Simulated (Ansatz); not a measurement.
Here is the system:

End structure of the 1x1 (111) surface of fcc Rh:

```
CELL_PARAMETERS angstrom
      2.70822     0.00000     0.00000
     -1.35411     2.34539     0.00000
      0.00000     0.00000    26.00000
ATOMIC_POSITIONS crystal
  Rh 0.33333 0.66667 0.37435
  Rh 0.66667 0.33333 0.45810
  Rh 0.00000 0.00000 0.54190
  Rh 0.33333 0.66667 0.62565
```

Set-up: 4 atoms, 6.5 Å thick at the start (thin: gaps and levels are the slab's own); mesh 12x12x1; 0.1 eV smearing; dipole correction on; 2 atoms held, the rest relaxed; start symmetry kept, larger cells not searched; no spin, no spin-orbit, no U.

**Question.** What work function of the top face does PBE (Ansatz, an electronic-structure program) give?

**Answer.** 5.15 eV
